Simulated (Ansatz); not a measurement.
HfRh$_{3}$ (Pm-3m): band-structure transport figures

Here is the system:

```xyz
4
Lattice="3.8949 0.0000 0.0000 0.0000 3.8949 0.0000 0.0000 0.0000 3.8949" Properties=species:S:1:pos:R:3 pbc="T T T"
Hf     0.0000     0.0000     0.0000
Rh     1.9474     0.0000     1.9474
Rh     0.0000     1.9474     1.9474
Rh     1.9474     1.9474     0.0000
```

These are PBEsol, rigid bands (plane waves, PAW, scalar-relativistic; Ansatz, a first-principles code) values and carry that method's errors. Cell: cell and atoms relaxed with PBEsol.

```yaml
density of states at the Fermi level: 3.52 states/(eV·cell), both spins
bare Sommerfeld coefficient: 2.1 mJ/(mol of atoms·K²)
drude_plasma_energy: 6.1 eV
root-mean-square Fermi velocity: 4.9e5 m/s
resistivity times τ: 13.2 ×10⁻²² Ω·m·s
```

A metal at this level (no band gap); rigid bands, thermally averaged at 300 K, both spins. Spin-orbit coupling is left out, which matters with elements this heavy. τ is one relaxation time for all states.

Formula and space group known from diffraction (Crystallography Open Database), not checked to be the room-temperature form: HfRh3 (Pm-3m).
